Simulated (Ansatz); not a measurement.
Consider Ni in the simple cubic structure (space group Pm-3m, No. 221; ferromagnetic; a hypothetical phase, not in the database extracts checked).

```
CELL_PARAMETERS angstrom
      2.28911     0.00000     0.00000
      0.00000     2.28911     0.00000
      0.00000     0.00000     2.28911
ATOMIC_POSITIONS crystal
  Ni 0.00000 0.00000 0.00000
```

Method: PBEsol/PAW in Ansatz (an electronic-structure program), no spin-orbit coupling.

One change was made to it. Results:

| quantity | base | after |
|---|---|---|
| largest site moment | 0.53 μB | 0.53 μB |
| lattice parameter a | 4.326 bohr | 4.323 bohr |

Q: Which of these changes matches the shifts?
A. pressure 10 GPa
B. pressure 7.5 GPa
C. pressure 0.3 GPa

A: C, pressure 0.3 GPa. For comparison, the lattice parameter a in the other runs: pressure 7.5 GPa gives 4.267 bohr; pressure 10 GPa gives 4.250 bohr.

Other magnetic orders, which the real material may have, were not ruled out. Load acts through the strain it causes; cell and atoms are relaxed under it. Stability against distortions was not tested. Competing high-pressure phases were not computed.
